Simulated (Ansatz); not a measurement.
A user runs Ansatz (an electronic-structure program) on Y₂HgS₄ (I-4, 7 atoms in the cell) and asks whether the run is sound. The aim is a self-consistent single point with DFT, PBE, plane waves, default PAW files.

Cell that was meant: a = 7.0426 Å, b = 7.0426 Å, c = 7.0426 Å, α = 129.24°, β = 129.24°, γ = 74.62°.

Part of the input:

Ansatz 0.2 input:
```yaml
  xc: pbe
  pseudopotentials: { kind: paw }
scf:
  occupations: { method: fermi_dirac, width: 1.36 }
output:
  forces: true
  eigenvalues: true
```

Output, abridged:

```
WARN ansatz: RAYON_NUM_THREADS=1 ignored (pool sized by the plan → 1); use --threads N
   [... lines left out ...]
Symmetry: 4 space group operations
Space group: I-4 (ITA 82), of the structure as read, at distance tolerance 5.9e-5 Å
k-points: 52 of 343 (time reversal used)
Initial density: superposition of atomic densities (neutral atoms: chi_scale 0, normalization atom), corrected by the library's trained network
Initial wavefunctions: pseudopotential atomic-orbital guess
Eigensolver: davidson
Functional: x = pbe(κ = 0.804, μ = 0.2195149727645171), c = pbe(β = 0.06672455060314922)
SCF iter   1: F=—  HF=-25136.294079 eV  |F-HF|=—  |Δ(HF+E_count)|=         —  Δρ=2.08e-2  dr2=2.22e0  ethr=1.77e-3  ⟨swp⟩=7.6  Hψ=23418  notcnv=0
all-band conjugate gradients solve this SCF's bands
preconditioner: auto → LDOS
SCF iter   2: F=—  HF=-25135.791662 eV  |F-HF|=—  |Δ(HF+E_count)|=   5.02e-1  Δρ=5.85e-3  dr2=4.82e-2  ethr=1.77e-3  ⟨swp⟩=2.0  Hψ=6539  notcnv=0
   [... lines left out ...]
SCF iter   6: F=—  HF=-25135.789653 eV  |F-HF|=—  |Δ(HF+E_count)|=   6.91e-7  Δρ=4.56e-5  dr2=7.70e-6  ethr=1.62e-7  ⟨swp⟩=2.1  Hψ=7596  notcnv=0
SCF iter   7: F=—  HF=-25135.789703 eV  |F-HF|=—  |Δ(HF+E_count)|=   4.92e-5  Δρ=7.92e-6  dr2=1.16e-7  ethr=1.17e-8  ⟨swp⟩=2.0  Hψ=5693  notcnv=0
SCF iter   8: F=-25135.789703 eV  HF=-25135.789703 eV  |F-HF|=1.23e-9  |Δ(HF+E_count)|=   1.16e-7  Δρ=1.57e-6  dr2=6.38e-9  ethr=1.52e-10  ⟨swp⟩=9.5  Hψ=16335  notcnv=0
SCF 1 converged in 8 iterations: F = -25135.789703 eV  dr2 = 6.38e-9
Free energy (F): -25135.789703 eV
Internal energy: -25114.241409 eV  (E = F + TS)
E sigma→0 (E₀):  -25125.015556 eV
Entropy (-TS):   -21.548294 eV (-3078.328 meV/atom)
Fermi energy:    6.171418 eV
--- Forces (eV/Å), atoms counted from 1 ---
  atom   1  Y      0.00000000     0.00000000     0.00000000
  atom   2  Y      0.00000000     0.00000000     0.00000000
  atom   3  Hg     0.00000000    -0.00000000     0.00000000
  atom   4  S      1.06413438     0.30639562     0.37074977
  atom   5  S     -1.06413438    -0.30639562     0.37074977
  atom   6  S      0.30639562    -1.06413438    -0.37074977
  atom   7  S     -0.30639562     1.06413438    -0.37074977
--- Stress (GPa, compression-positive) ---
        9.064284      -0.000000       0.000000
        0.000000       9.064284       0.000000
        0.000000       0.000000       8.306080
  P = ⅓ Tr σ = 8.8115 GPa (88.115 kbar)
  The stress holds the Pulay correction. Without it, at fixed plane waves, as pw.x and ABINIT print it: P = 8.8017 GPa
```

### Question
Can these results be used? Check the input.

### Answer
The run is not sound. The fault is a smearing width that is far too large. A width of many tenths of an electronvolt moves electrons far across the Fermi level or the gap, and the free energy and its derivatives carry a large smearing term. To fix it, use a width small against the gap or band features. The run converged in 8 iterations without an error; against the sound input the free energy goes down by 1.14 eV/atom, the pressure goes from 2.84 to 8.81 GPa and the largest force goes from 0.600 to 1.168 eV/Å.

The sound input it was made from differs as follows (other fixes are possible):
```diff
-  occupations: { method: fermi_dirac, width: 1.36 }
+  occupations: { method: cold, width: 0.272 }
```

With that input, the run converged in 7 iterations: free energy E − TS (on the zero of these files) -25127.8217 eV; top of the valence band (on the code's own zero) 4.60 eV; gap on the k-point mesh 1.92 eV; pressure 2.84 GPa; largest force (vector length) 0.600 eV/Å (DFT, PBE, plane waves, default PAW files).

On the sound input: the starting cell was generated: these elements placed on a structure prototype, without a prior relaxation; it need not be a known phase or ordering of this composition. Its lattice was rescaled by a random factor within 2.5 % of one. Spin-orbit coupling is off. Ansatz's pressure includes its estimate of the finite-basis (Pulay) stress.
